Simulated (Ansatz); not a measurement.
Take RbCl in the rock salt structure (space group Fm-3m, No. 225; a = 6.6991 Å) as the base.

Method: PBE in Ansatz (plane waves to 420 eV, PAW, no spin-orbit coupling).

Before the change:

| Property | Result |
|---|---|
| Lattice parameter a | 6.699 Å |

The change: K takes the place of Rb on all its sites, then cell and atoms are relaxed.

Q: Estimate the effect on the lattice parameter a.

A: The lattice parameter a shrinks by 0.318 Å, from 6.699 Å to 6.381 Å.

Whether these cells are dynamically stable was not tested.

Ansatz is an electronic-structure program.
